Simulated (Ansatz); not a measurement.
Worked example: self-consistent single point of IrRh3 (I4mm, 4 atoms in the cell) in Ansatz (a quantum-chemistry and plane-wave program).

Method of the run: LDA (PW92), harder PAW files (source: ansatz) made with PBE (plane waves; Ansatz).

The change in words: lattice scaled by 0.98; basis.ecutwfc: 420 eV → 745 eV; hamiltonian.pseudopotentials: {kind: paw} (the program's default PAW files) → {kind: paw, source: ansatz}. Reference geometry:
```yaml
crystal:
  lattice:
    - [-1.91250, 1.91250, 3.83094]
    - [1.91250, -1.91250, 3.83094]
    - [1.91250, 1.91250, -3.83094]
  atoms:
    - { symbol: Ir, position: [0.00653, 0.00653, 0.00000] }
    - { symbol: Rh, position: [0.75000, 0.25000, 0.50000] }
    - { symbol: Rh, position: [0.25000, 0.75000, 0.50000] }
    - { symbol: Rh, position: [0.50000, 0.50000, 0.00000] }
```

Reference input (self-consistent single point, DFT, LDA (PW92), plane waves, default PAW files made with PBE): basis.ecutwfc = 420 eV; kpoints.mp_grid.grid = 8 8 8; hamiltonian.xc = lda; hamiltonian.pseudopotentials = {kind: paw} (the program's default PAW files); scf.occupations.method = fermi_dirac; scf.occupations.width = 0.1 eV. This run's input differs from it in these lines:

Ansatz 0.2 input:
```diff
@@ -2,5 +2,5 @@
   lattice:
-    - [-1.912500, 1.912500, 3.830943]
-    - [1.912500, -1.912500, 3.830943]
-    - [1.912500, 1.912500, -3.830943]
+    - [-1.874250, 1.874250, 3.754324]
+    - [1.874250, -1.874250, 3.754324]
+    - [1.874250, 1.874250, -3.754324]
   atoms:
@@ -11,3 +11,3 @@
 basis:
-  ecutwfc: 420.0
+  ecutwfc: 745.0
 kpoints:
@@ -16,3 +16,3 @@
   xc: lda
-  pseudopotentials: { kind: paw }
+  pseudopotentials: { kind: paw, source: ansatz }
 scf:
```

Log, with long lists cut:

```
SCF iter   1: F=—  HF=-40094.405194 eV  |F-HF|=—  |Δ(HF+E_count)|=         —  Δρ=1.68e-1  dr2=2.09e1  ethr=3.10e-3  ⟨swp⟩=6.7  Hψ=13171  notcnv=0  defer=6
all-band conjugate gradients solve this SCF's bands
preconditioner: auto → Kerker (q_TF=auto, 2.936 Å⁻¹)
SCF iter   2: F=—  HF=-40091.493911 eV  |F-HF|=—  |Δ(HF+E_count)|=    2.91e0  Δρ=8.18e-2  dr2=5.01e0  ethr=3.10e-3  ⟨swp⟩=3.3  Hψ=5480  notcnv=0  defer=50
   [... lines left out ...]
SCF iter   6: F=—  HF=-40090.658900 eV  |F-HF|=—  |Δ(HF+E_count)|=   1.05e-3  Δρ=4.79e-4  dr2=1.52e-4  ethr=1.01e-5  ⟨swp⟩=1.3  Hψ=2953  notcnv=0  defer=63
SCF iter   7: F=—  HF=-40090.658841 eV  |F-HF|=—  |Δ(HF+E_count)|=   5.86e-5  Δρ=1.60e-4  dr2=1.53e-5  ethr=1.86e-7  ⟨swp⟩=2.0  Hψ=5316  notcnv=0  defer=63
SCF iter   8: F=—  HF=-40090.658774 eV  |F-HF|=—  |Δ(HF+E_count)|=   6.69e-5  Δρ=3.28e-5  dr2=8.45e-7  ethr=1.87e-8  ⟨swp⟩=2.1  Hψ=5153  notcnv=0  defer=63
SCF iter   9: F=-40090.658774 eV  HF=-40090.658774 eV  |F-HF|=2.61e-8  |Δ(HF+E_count)|=   1.53e-7  Δρ=6.61e-6  dr2=2.74e-8  ethr=1.22e-10  ⟨swp⟩=12.9  Hψ=18445  notcnv=0
SCF 1 converged in 9 iterations: F = -40090.658774 eV  dr2 = 2.74e-8
Free energy (F): -40090.658774 eV
Internal energy: -40090.511796 eV  (E = F + TS)
E sigma→0 (E₀):  -40090.585285 eV
Entropy (-TS):   -0.146978 eV (-36.744 meV/atom)
Fermi energy:    25.501055 eV
--- Forces (eV/Å), atoms counted from 1 ---
  atom   1  Ir     0.00000000     0.00000000    -0.74885223
  atom   2  Rh    -0.00000000     0.00000000     0.32634699
  atom   3  Rh     0.00000000     0.00000000     0.32634699
  atom   4  Rh    -0.00000000     0.00000000     0.09615068
--- Stress (GPa, compression-positive) ---
        5.319159       0.000000      -0.000000
        0.000000       5.319159      -0.000000
       -0.000000       0.000000       5.211137
  P = ⅓ Tr σ = 5.2832 GPa (52.832 kbar)
  The stress holds the Pulay correction. Without it, at fixed plane waves, as pw.x and ABINIT print it: P = 5.2551 GPa
```

The run converged in 9 iterations. Against the reference run the pressure goes from -13.76 to 5.28 GPa and the largest force goes from 0.547 to 0.749 eV/Å.

The starting cell comes from a database of computed structures (which also holds hypothetical and non-ambient phases and stackings), without a prior relaxation at this level. Its lattice was rescaled by up to half a per cent. One atom was moved a little off its site on purpose. For this run, on top of that: lattice scaled by 0.98. Spin polarisation is off. Ansatz's pressure includes its estimate of the finite-basis (Pulay) stress.
